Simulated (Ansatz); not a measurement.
Ansatz (a quantum-chemistry and plane-wave program) run on CaCd2Au4 (I4/mmm, 7 atoms in the cell): self-consistent single point.

Method: LDA (PW92), PAW files made with PBE (plane waves; Ansatz).

The change in words: lattice scaled by 0.98. Reference geometry:
```
CELL_PARAMETERS angstrom
     -3.55592     3.55592     2.75291
      3.55592    -3.55592     2.75291
      3.55592     3.55592    -2.75291
ATOMIC_POSITIONS crystal
  Ca 0.00000 0.00000 0.00000
  Cd 0.25000 0.75000 0.50000
  Cd 0.75000 0.25000 0.50000
  Au 0.30365 0.30365 0.60730
  Au 0.69635 0.69635 0.39270
  Au 0.30365 0.69635 0.00000
  Au 0.69635 0.30365 0.00000
```

Reference input (self-consistent single point, DFT, LDA (PW92), plane waves, PAW files made with PBE): basis.ecutwfc = 420 eV; kpoints.mp_grid.grid = 5 5 5; hamiltonian.xc = lda; hamiltonian.pseudopotentials = {kind: paw} (the program's default PAW files); scf.occupations.method = gaussian; scf.occupations.width = 0.1 eV. This run's input differs from it in these lines:

Ansatz 0.2 input:
```diff
@@ -3,13 +3,13 @@
   lattice:
-    - [-3.555917, 3.555917, 2.752905]
-    - [3.555917, -3.555917, 2.752905]
-    - [3.555917, 3.555917, -2.752905]
+    - [-3.484799, 3.484799, 2.697847]
+    - [3.484799, -3.484799, 2.697847]
+    - [3.484799, 3.484799, -2.697847]
   atoms:
     - { symbol: Ca, position_ang: [0.000000, 0.000000, 0.000000] }
-    - { symbol: Cd, position_ang: [3.555917, 0.000000, 1.376453] }
-    - { symbol: Cd, position_ang: [0.000000, 3.555917, 1.376453] }
-    - { symbol: Au, position_ang: [2.159508, 2.159508, 0.000000] }
-    - { symbol: Au, position_ang: [1.396409, 1.396409, 2.752905] }
-    - { symbol: Au, position_ang: [1.396409, -1.396409, 2.752905] }
-    - { symbol: Au, position_ang: [-1.396409, 1.396409, 2.752905] }
+    - { symbol: Cd, position_ang: [3.484799, 0.000000, 1.348923] }
+    - { symbol: Cd, position_ang: [0.000000, 3.484799, 1.348923] }
+    - { symbol: Au, position_ang: [2.116318, 2.116318, -0.000000] }
+    - { symbol: Au, position_ang: [1.368481, 1.368481, 2.697847] }
+    - { symbol: Au, position_ang: [1.368481, -1.368481, 2.697847] }
+    - { symbol: Au, position_ang: [-1.368481, 1.368481, 2.697847] }
 basis:
```

Output, abridged:

```
SCF iter   1: F=—  HF=-69499.576494 eV  |F-HF|=—  |Δ(HF+E_count)|=         —  Δρ=2.62e-1  dr2=1.89e2  ethr=3.10e-3  ⟨swp⟩=9.0  Hψ=6177  notcnv=0  defer=11
all-band conjugate gradients solve this SCF's bands
preconditioner: auto → Kerker (q_TF=auto, 2.710 Å⁻¹)
SCF iter   2: F=—  HF=-69483.381055 eV  |F-HF|=—  |Δ(HF+E_count)|=    1.62e1  Δρ=9.71e-2  dr2=2.29e1  ethr=3.10e-3  ⟨swp⟩=3.8  Hψ=2992  notcnv=0  defer=85
   [... lines left out ...]
SCF iter   9: F=—  HF=-69477.367450 eV  |F-HF|=—  |Δ(HF+E_count)|=   2.03e-4  Δρ=1.66e-4  dr2=1.12e-4  ethr=4.85e-7  ⟨swp⟩=2.0  Hψ=1954  notcnv=0  defer=89
SCF iter  10: F=—  HF=-69477.367411 eV  |F-HF|=—  |Δ(HF+E_count)|=   3.92e-5  Δρ=2.53e-5  dr2=1.46e-6  ethr=8.92e-8  ⟨swp⟩=2.0  Hψ=1990  notcnv=0  defer=89
SCF iter  11: F=—  HF=-69477.367419 eV  |F-HF|=—  |Δ(HF+E_count)|=   7.43e-6  Δρ=7.29e-6  dr2=1.35e-7  ethr=1.16e-9  ⟨swp⟩=2.1  Hψ=2022  notcnv=0  defer=89
SCF iter  12: F=-69477.367419 eV  HF=-69477.367419 eV  |F-HF|=3.58e-9  |Δ(HF+E_count)|=   2.65e-8  Δρ=2.01e-6  dr2=7.28e-9  ethr=7.94e-11  ⟨swp⟩=11.4  Hψ=5989  notcnv=0
SCF 1 converged in 12 iterations: F = -69477.367419 eV  dr2 = 7.28e-9
Free energy (F): -69477.367419 eV
Internal energy: -69477.357697 eV  (E = F + TS)
E sigma→0 (E₀):  -69477.362558 eV
Entropy (-TS):   -0.009721 eV (-1.389 meV/atom)
Fermi energy:    17.133800 eV
--- Forces (eV/Å), atoms counted from 1 ---
  atom   1  Ca     0.00000000     0.00000000     0.00000000
  atom   2  Cd     0.00000000     0.00000000     0.00000000
  atom   3  Cd     0.00000000     0.00000000     0.00000000
  atom   4  Au    -0.07701472    -0.07701472     0.00000000
  atom   5  Au     0.07701472     0.07701472     0.00000000
  atom   6  Au     0.07701472    -0.07701472     0.00000000
  atom   7  Au    -0.07701472     0.07701472     0.00000000
--- Stress (GPa, compression-positive) ---
        2.363367       0.000000      -0.000000
        0.000000       2.363367       0.000000
       -0.000000       0.000000       1.834043
  P = ⅓ Tr σ = 2.1869 GPa (21.869 kbar)
  The stress holds the Pulay correction. Without it, at fixed plane waves, as pw.x and ABINIT print it: P = 2.1539 GPa
```

The run converged in 12 iterations. Against the reference run the free energy drops by 9.8 meV/atom, the pressure goes from -4.44 to 2.19 GPa and the largest force goes from 0.006 to 0.109 eV/Å.

The starting cell comes from a database of computed structures (which also holds hypothetical and non-ambient phases and stackings), without a prior relaxation at this level. Its lattice was rescaled by a random factor within 2.5 % of one. For this run, on top of that: lattice scaled by 0.98. Ansatz's pressure includes its estimate of the finite-basis (Pulay) stress.
